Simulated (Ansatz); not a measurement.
Consider Ti in the hcp (Mg type) structure (space group P6_3/mmc, No. 194; a = 2.9398 Å, c = 4.6540 Å; relaxed with 0.1 eV smearing). Axes: x lies along a and z along c of the hexagonal cell.

Computed with plane-wave PAW DFT at the PBE level (Ansatz, a quantum-chemistry and plane-wave program, 420 eV), scalar-relativistic without spin-orbit coupling.

One thing is altered: every lattice vector is stretched by 1.50 %, atoms relaxed at fixed cell.

Problem. Predict the stress tensor and what it implies for the stiffness.

Solution. Stress of the strained cell less that of the base (GPa, compression positive):
```
   -4.5     0.0     0.0
    0.0    -4.5     0.0
    0.0     0.0    -4.6
```

Then B = −ΔP/(ΔV/V₀) with ΔV/V₀ = 0.0457 gives secant stiffness values (nonlinear terms included at this strain): B (at held cell shape, above the free-shape value) ≈ 100 GPa.

As a check, the harmonic strain energy −½ V₀ Δσ:ε is 11 meV/atom; the computed energy rise is 12 meV/atom.

Stability against distortions was not tested. All final runs are without spin polarisation.
